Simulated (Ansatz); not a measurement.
# A computed series for hypothetical P6/mmm Rb3As: response to strain

Base system: Rb3As (space group P6/mmm, No. 191; a = 6.186 Å, c = 6.768 Å; a hypothetical phase, not in the database extracts checked).

Strains are applied to the cell and any free atomic positions relax.

Computed with plane-wave PAW DFT at the PBEsol level (Ansatz, a first-principles code, 420 eV), scalar-relativistic without spin-orbit coupling.

Notes on the quantities. pressure: mean of the normal stresses, compression positive.

```tsv
isotropic strain (%)	pressure (GPa)
-5.93	2.5
-5.37	?
-2.53	0.8
-1.14	0.3
0	0.0
2.07	-0.5
```

Task: Fit P = P₀ − Bδ + Cδ² with δ = (1 + ε)³ − 1 to the rows shown and predict the withheld row.

Result: Least squares on the printed values gives P₀ = 0.0 GPa, B = 9.18 GPa (at held cell shape), C = 35.5 GPa (largest residual 0.0 GPa); this predicts 2.2 GPa, and the run gives 2.2 GPa, in agreement.

No phonon test of stability was made. The final runs are not spin-polarised.
